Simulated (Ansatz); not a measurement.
**Pd in the fcc (Cu type) structure (space group Fm-3m, No. 225)**

```cif
data_Pd
_chemical_formula_sum 'Pd1'
_space_group_name_H-M_alt 'P 1'
_space_group_IT_number 1
_cell_length_a 2.76581
_cell_length_b 2.76581
_cell_length_c 2.76581
_cell_angle_alpha 60.000
_cell_angle_beta 60.000
_cell_angle_gamma 60.000
loop_
_space_group_symop_operation_xyz
  'x, y, z'
loop_
_atom_site_label
_atom_site_type_symbol
_atom_site_fract_x
_atom_site_fract_y
_atom_site_fract_z
_atom_site_occupancy
Pd1 Pd 0.00000 0.00000 0.00000 1
```

The values are results of r2SCAN, PAW, 500 eV (Ansatz, a program for electronic structure; spin-orbit coupling left out), earlier PAW set, not measurements. k-mesh 20×20×20 (Γ-centred); smearing 0.05 eV (Fermi–Dirac).

```yaml
volume_per_atom: 14.96 Å³
density: 11.81 g/cm³
band_gap: zero
total_energy: -6985.752 eV/atom (σ→0; compares only within this code and set-up)
```

Whether these cells are dynamically stable was not tested. The final runs are not spin-polarised. Pd has a high density of states at the Fermi level and may be magnetic at this level.
